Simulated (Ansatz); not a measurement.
GaSb: response to strain

Take GaSb in the zinc blende structure (space group F-43m, No. 216; a = 6.1115 Å) as the base.

Strains are applied to the cell and any free atomic positions relax.

All numbers come from PBEsol in Ansatz (plane waves to 420 eV, PAW, no SOC).

Notes on the quantities. energy relative to the base: free energy F.

| case | energy relative to the base | band gap | pressure |
|---|---|---|---|
| base | 0 meV/atom | zero | 0.0 GPa |
| isotropic strain −2.50 % | +28 meV/atom | 0.52 eV | 4.7 GPa |
| isotropic strain −2.00 % | +18 meV/atom | 0.44 eV | 3.6 GPa |
| isotropic strain −1.50 % | +9.8 meV/atom | 0.33 eV | 2.6 GPa |
| isotropic strain −1.00 % | +4.3 meV/atom | 0.22 eV | 1.7 GPa |
| isotropic strain +0.50 % | +1.0 meV/atom | zero | -0.7 GPa |
| isotropic strain +1.00 % | +4.0 meV/atom | zero | -1.4 GPa |
| isotropic strain +1.50 % | +8.8 meV/atom | zero | -2.1 GPa |
| isotropic strain +2.00 % | +15 meV/atom | zero | -2.7 GPa |
| isotropic strain +2.50 % | +24 meV/atom | zero | -3.2 GPa |

With Sb present, leaving out spin-orbit coupling can change the band edges. Whether these cells are dynamically stable was not tested. All final runs are without spin polarisation. The zero or small gap of GaSb can change with the level of theory.

Ansatz is a program for electronic structure.
